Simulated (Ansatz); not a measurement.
Base system: Li in the bcc (W type) structure (space group Im-3m, No. 229; a = 3.434 Å).

The other end (x = 1) is Na in the bcc (W type) structure (space group Im-3m, No. 229): 36.24 Å³/atom, gap zero.

Level of theory: Ansatz (a program for electronic structure), PBEsol, PAW, cutoff 420 eV, spin-orbit coupling left out.

Na replaces a fraction x of Li; each row is one arrangement (x, atoms in the cell, starting space group or random), fully relaxed.

One change was made to it. Results:

```json
[
 {"quantity": "deviation of the volume from the linear (Vegard-type) interpolation", "base": "–", "after": "-0.9 %"},
 {"quantity": "mixing energy (to 0.01 eV only: unlike meshes or grids)", "base": "–", "after": "+0.03 eV/atom"},
 {"quantity": "shortest interatomic distance", "base": "2.974 Å", "after": "3.040 Å"}
]
```

Task: Name the change that was made.
A) x(Na) = 0.25, 4 atoms, Cmmm
B) x(Na) = 0.333, 3 atoms, I4/mmm
C) x(Na) = 0.25, 4 atoms, P2/m
D) x(Na) = 0.75, 4 atoms, R-3m

Result: B, x(Na) = 0.333, 3 atoms, I4/mmm. For comparison, the shortest interatomic distance in the other runs: x(Na) = 0.25, 4 atoms, P2/m gives 2.977 Å; x(Na) = 0.25, 4 atoms, Cmmm gives 2.994 Å; x(Na) = 0.75, 4 atoms, R-3m gives 3.467 Å.

Each cell is one ordered arrangement of few atoms, which overstates ordering effects compared with a random alloy. Whether these cells are dynamically stable was not tested. Under x(Na) = 0.333, 3 atoms, I4/mmm, x(Na) = 0.25, 4 atoms, P2/m and x(Na) = 0.25, 4 atoms, Cmmm the cell changed shape so far that it is another structure.
